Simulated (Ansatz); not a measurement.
```yaml
crystal:
  lattice:
    - [0.00000, 2.27190, 2.25455]
    - [2.27190, 0.00000, 2.25455]
    - [2.27190, 2.27190, 0.00000]
  atoms:
    - { symbol: B, position: [0.00000, 0.00000, 0.00000] }
    - { symbol: P, position: [0.25000, 0.25000, 0.25000] }
```

Computed with PBEsol with spin-orbit coupling, rigid bands (plane waves, PAW; Ansatz, a program for electronic structure). Condition of this run: biaxial stress xx = yy = -2 GPa (compression positive) (the target of the relaxation). Cell: cell and atoms relaxed with PBEsol, then loaded as said.

**Question.** What conductivity effective mass do dilute electrons have at 300 K?

**Answer.** 0.24 (x), 0.24 (y), 1.13 (z) mₑ.

**Question.** What conductivity effective mass do dilute holes have at 300 K?

**Answer.** 0.40 (x), 0.40 (y), 0.46 (z) mₑ.

**Question.** And the band gap?

**Answer.** 1.01 eV at this level; semilocal functionals usually fall short of the measured gap.

Rigid bands, one relaxation time for all states, no polarons.
